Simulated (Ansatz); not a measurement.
Slab thickness and the (111) surface of fluorite: the same face, mesh and vacuum, all atoms relaxed in the 1x1 cell under the symmetry of the ideal cut; the real face may buckle or reconstruct.

Host crystal: fluorite, with a band gap (PBE, scalar-relativistic without spin-orbit coupling).

Method: PBE (plane waves to 420 eV, PAW; Ansatz, a quantum-chemistry and plane-wave program).

```
atoms  thickness (Å)  γ (J/m²)  work function, top face (eV)                              rough cost
-----  -------------  --------  ----------------------------  --------------------------------------
6                4.8         ?                             –  about 10 core-seconds (a rough figure)
9                8.0         ?                             –            very roughly 16 core-seconds
12              11.2         ?                             –           around 3 core-minutes (rough)
15              14.3         ?                             –                 roughly 30 core-seconds
18              17.5         ?                             –                 roughly 50 core-seconds
24              23.9         ?                             –            very roughly 80 core-seconds
30              30.2         ?                             –           very roughly 2.2 core-minutes
42              43.0         ?                             –           around 4 core-minutes (rough)
```

Question: What belongs in the gaps?

Answer: 
- 6, γ (J/m²): 0.37
- 9, γ (J/m²): 0.37
- 12, γ (J/m²): 0.37
- 15, γ (J/m²): 0.37
- 18, γ (J/m²): 0.37
- 24, γ (J/m²): 0.37
- 30, γ (J/m²): 0.37
- 42, γ (J/m²): 0.37
